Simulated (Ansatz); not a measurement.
Ansatz (a program for electronic structure), DFT, PBE, plane waves, its soft PAW files of 3 December: W(110) slab of 8 layers, 1x1, atoms displaced (W8), unrelaxed, 8 atoms. Basis and mesh were picked for this test and aren't claimed converged.

- cell = 3.17, 2.74, 25.67 Å; 90, 90, 54.7°
- distance to the nearest atom = 2.68 to 2.74 Å
- task = single point
- k mesh = 10×10×1
- hamiltonian.xc = pbe
- kind of files = paw
- scf.occupations.method = gaussian
- scf.occupations.width = 0.05 eV
- output.forces = true
- binding of workers (--pin) = off
- k-point pools (--kpoint-pools) = 1
- memory maximum (--max-ram) = 8GiB
- accuracy = medium (default)
- basis.precision = auto (default)
- basis.xc_grid = 2 (default)
- scf.eigensolver.kind = auto (default)
- scf.convergence.dr2_threshold = 1e-07 (default)
- scf.lower_state_search = light (default)
- k-points after symmetry = 52
- bands at the start = 68
- electrons = 112
- plane waves at Γ = 3599
- cutoff (eV) = 420
- FFT grid = 24×20×180
- symmetry operations = 1

Settings of this run: scf.mixing.algorithm = auto, scf.mixing.preconditioner = kerker_dos, scf.algorithm = auto; 4 threads.

| iteration | dr2 (eV) | Hψ |
|---|---|---|
| 1 | 4.50e1 | 15323 |
| 2 | 9.45e0 | 5064 |
| 3 | 1.02e1 | 5429 |
| 4 | 2.38e0 | 3658 |
| 5 | 1.53e0 | 4269 |
| 6 | 7.13e-1 | 3674 |
| 7 | 3.69e-1 | 4053 |
| 8 | 2.57e-1 | 3671 |
| 9 | 1.65e-1 | 3751 |
| 10 | 1.07e-1 | 3786 |
| 11 | 3.44e-2 | 3870 |
| 12 | 2.60e-2 | 4259 |
| 13 | 4.46e-3 | 3839 |
| 14 | 4.93e-4 | 4608 |
| 15 | 1.12e-4 | 4706 |
| 16 | 5.31e-5 | 4246 |
| 17 | 1.60e-5 | 4465 |
| 18 | 1.22e-5 | 4158 |
| 19 | 6.00e-6 | 3620 |
| 20 | 3.25e-6 | 3904 |
| 21 | 5.15e-7 | 3625 |
| 22 | 6.58e-8 | 12974 |

It converged after 22 SCF iterations.

Task: The cycle is slow. Which setting should be changed?

Result: This is not unique; one that fits is scf.mixing.preconditioner = auto (default) (12 SCF iterations) or scf.mixing.preconditioner = ldos (12 SCF iterations), all else kept. The other changes of this size gave: scf.mixing.preconditioner = kerker (23); scf.mixing.preconditioner = local_kerker (24); scf.mixing.preconditioner = none (30). With more settings changed, the fewest of all runs of this system: scf.mixing.preconditioner = auto (default), scf.algorithm = direct_min (9). In that run the program took: scf.mixing.algorithm MSR1, scf.mixing.preconditioner LDOS, scf.eigensolver.kind band_cg, --slots 4. The first change moves the result by: energy under 0.001 meV/atom, forces (largest component) 0.11 meV/Å. Counts are of single runs.

Keys are those of Ansatz 0.2.
